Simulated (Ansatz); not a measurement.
Output of an Ansatz run (abridged):

```
WARN ansatz: RAYON_NUM_THREADS=1 ignored (pool sized by the plan → 1); use --threads N
Pseudopotentials: kind: paw
Pseudopotential: Co, paw, valence charge 17
Pseudopotential: Si, paw, valence charge 4
Crystal: 8 atoms, lattice volume = 86.743 Å³
Basis set: ecut = 420 eV, 1743 PW (Γ)
Bands: 51, of which v1, the nominal top of the filled ones, is band 42 counted from 1 (41 counted from 0)
Symmetry: 12 space group operations
Space group: P213 (ITA 198), of the structure as read, at distance tolerance 4.4e-5 Å
k-points: 45 of 512 (time reversal used)
PAW frozen core: Co, regenerated for the run's functional, and the local potential with it
PAW frozen core: Si, regenerated for the run's functional, and the local potential with it
Initial density: superposition of atomic densities (neutral atoms: chi_scale 0, normalization atom), corrected by the library's trained network
Initial wavefunctions: pseudopotential atomic-orbital guess
Eigensolver: davidson
Functional: x = slater, c = lda
SCF iter   1: F=—  HF=-22691.667082 eV  |F-HF|=—  |Δ(HF+E_count)|=         —  Δρ=1.14e-2  dr2=3.28e-2  ethr=1.77e-3  ⟨swp⟩=6.9  Hψ=8986  notcnv=0  defer=9
all-band conjugate gradients solve this SCF's bands
preconditioner: auto → Resta (q_TF=auto, 2.714 Å⁻¹)
SCF iter   2: F=—  HF=-22691.655918 eV  |F-HF|=—  |Δ(HF+E_count)|=   1.12e-2  Δρ=4.65e-3  dr2=6.98e-3  ethr=3.90e-5  ⟨swp⟩=2.0  Hψ=4022  notcnv=0  defer=21
SCF iter   3: F=—  HF=-22691.654044 eV  |F-HF|=—  |Δ(HF+E_count)|=   1.87e-3  Δρ=1.19e-3  dr2=9.58e-4  ethr=8.31e-6  ⟨swp⟩=2.0  Hψ=4070  notcnv=0  defer=21
SCF iter   4: F=—  HF=-22691.653822 eV  |F-HF|=—  |Δ(HF+E_count)|=   2.23e-4  Δρ=2.59e-4  dr2=3.07e-5  ethr=1.14e-6  ⟨swp⟩=2.3  Hψ=3121  notcnv=0  defer=21
SCF iter   5: F=—  HF=-22691.653854 eV  |F-HF|=—  |Δ(HF+E_count)|=   3.18e-5  Δρ=6.99e-5  dr2=2.47e-6  ethr=3.65e-8  ⟨swp⟩=2.5  Hψ=3972  notcnv=0  defer=21
SCF iter   6: F=—  HF=-22691.653853 eV  |F-HF|=—  |Δ(HF+E_count)|=   6.96e-7  Δρ=2.24e-5  dr2=3.21e-7  ethr=2.94e-9  ⟨swp⟩=2.3  Hψ=3523  notcnv=0  defer=21
SCF iter   7: F=-22691.653853 eV  HF=-22691.653853 eV  |F-HF|=8.38e-9  |Δ(HF+E_count)|=   5.63e-8  Δρ=4.21e-6  dr2=1.10e-8  ethr=1.19e-10  ⟨swp⟩=8.9  Hψ=8819  notcnv=0
SCF 1 converged in 7 iterations: F = -22691.653853 eV  dr2 = 1.10e-8
SCF converged after 7 iterations
Free energy (F): -22691.653853 eV
Harris-Foulkes:  -22691.653853 eV  (|F-HF|=8.38e-9)
Internal energy: -22691.646982 eV  (E = F + TS)
E sigma→0 (E₀):  -22691.650417 eV
Entropy (-TS):   -0.006871 eV (-0.859 meV/atom)
Fermi energy:    16.432258 eV
--- Per-component energies (eV) ---
  E_band       = -953.542009
  E_kinetic    = 2012.618221
  E_local      = -14228.253159  (includes V_loc(G=0)·N_el)
  E_nonlocal   = 1948.284709
  E_hartree    = 6161.250139
  E_xc         = -863.295154
  E_vxc        = -1025.034457  (∫ρ·V_xc dr)
  E_paw        = -7762.349781  (= ΣΔE_a)
  E_vpaw       = -1983.665075  (= ΣTr[D̂ρ^β])
  E_aug_tail   = 0.000131  (compensation charges beyond the density's cutoff)
  E_ewald      = -9961.912414
  E_core_change = 2.010325  (= ΣΔE_core)
  E_smearing   = -0.006871  (= −TS)
  E_closure    = 0.000000  (closes the sum)
  Σ components = -22691.653853   (vs F -22691.653853, Δ=0.00e0)
--- Forces (eV/Å), atoms counted from 1 ---
  atom   1  Co     0.01342187    -0.01342187     0.01342187
  atom   2  Co     0.01342187     0.01342187    -0.01342187
  atom   3  Co    -0.01342187    -0.01342187    -0.01342187
  atom   4  Co    -0.01342187     0.01342187     0.01342187
  atom   5  Si     0.04217624    -0.04217624     0.04217624
  atom   6  Si     0.04217624     0.04217624    -0.04217624
  atom   7  Si    -0.04217624    -0.04217624    -0.04217624
  atom   8  Si    -0.04217624     0.04217624     0.04217624
  max |Σ_I F_I| component: 1.32e-16 eV/Å
--- Stress (GPa, compression-positive) ---
      -11.859439      -0.000000       0.000000
       -0.000000     -11.859439       0.000000
        0.000000      -0.000000     -11.859439
  P = ⅓ Tr σ = -11.8594 GPa (-118.594 kbar)
  The stress holds the Pulay correction. Without it, at fixed plane waves, as pw.x and ABINIT print it: P = -12.0213 GPa
--- Band table (eV; the first three rows and the last of 45) ---
  k-point 0: bands = ["-77.6163", "-77.6040", "-77.6040", "-77.6040", "-41.4106", "-41.4106", "-41.4106", "-41.3674", "-41.3377", "-41.3377", "-41.3377", "-41.2993", "-41.2993", "-41.2832", "-41.2832", "-41.2832", "2.7568", "8.2530", "8.2530", [...]
  k-point 1: bands = ["-77.6159", "-77.6054", "-77.6039", "-77.6030", "-41.4146", "-41.4112", "-41.4052", "-41.3686", "-41.3440", "-41.3393", "-41.3299", "-41.2989", "-41.2977", "-41.2847", "-41.2843", "-41.2823", "2.8736", "7.4652", "8.3261", [...]
  k-point 2: bands = ["-77.6149", "-77.6072", "-77.6035", "-77.6026", "-41.4168", "-41.4127", "-41.3986", "-41.3721", "-41.3480", "-41.3428", "-41.3210", "-41.2980", "-41.2940", "-41.2876", "-41.2867", "-41.2824", "3.2207", "6.4852", "8.5393", [...]
  k-point 44: bands = ["-77.6070", "-77.6070", "-77.6070", "-77.6070", "-41.4035", "-41.4035", "-41.4035", "-41.4035", "-41.3296", "-41.3296", "-41.3296", "-41.3296", "-41.2823", "-41.2823", "-41.2823", "-41.2823", "7.0064", "7.0064", "7.0064", [...]
```

The structure:

```
CELL_PARAMETERS angstrom
      4.42668     0.00000     0.00000
      0.00000     4.42668     0.00000
      0.00000     0.00000     4.42668
ATOMIC_POSITIONS crystal
  Co 0.85600 0.64400 0.35600
  Co 0.35600 0.85600 0.64400
  Co 0.14400 0.14400 0.14400
  Co 0.64400 0.35600 0.85600
  Si 0.15700 0.34300 0.65700
  Si 0.65700 0.15700 0.34300
  Si 0.84300 0.84300 0.84300
  Si 0.34300 0.65700 0.15700
```

Write an input that gives this output.

Other spellings and defaults could give the same log, and not every line can be read from it. The input that was run (DFT, LDA (PW92), plane waves, default PAW files made with PBE):

Ansatz 0.2 input:
```yaml
# CoSi
crystal:
  lattice:
    - [4.426680, 0.000000, 0.000000]
    - [0.000000, 4.426680, 0.000000]
    - [0.000000, 0.000000, 4.426680]
  atoms:
    - { symbol: Co, position: [0.856000, 0.644000, 0.356000] }
    - { symbol: Co, position: [0.356000, 0.856000, 0.644000] }
    - { symbol: Co, position: [0.144000, 0.144000, 0.144000] }
    - { symbol: Co, position: [0.644000, 0.356000, 0.856000] }
    - { symbol: Si, position: [0.157000, 0.343000, 0.657000] }
    - { symbol: Si, position: [0.657000, 0.157000, 0.343000] }
    - { symbol: Si, position: [0.843000, 0.843000, 0.843000] }
    - { symbol: Si, position: [0.343000, 0.657000, 0.157000] }
basis:
  ecutwfc: 420.0
kpoints:
  mp_grid: { grid: [8, 8, 8] }
hamiltonian:
  xc: lda
  pseudopotentials: { kind: paw }
scf:
  occupations: { method: gaussian, width: 0.1 }
output:
  forces: true
  eigenvalues: true
  stress: true
```

The starting cell has typed, rounded lattice constants, without a prior relaxation at this level. Its lattice was rescaled by up to half a per cent. Spin polarisation is off. With a pressure of about -12 GPa the cell is away from its equilibrium volume at this level. Ansatz's pressure includes its estimate of the finite-basis (Pulay) stress.

Ansatz is an electronic-structure program.
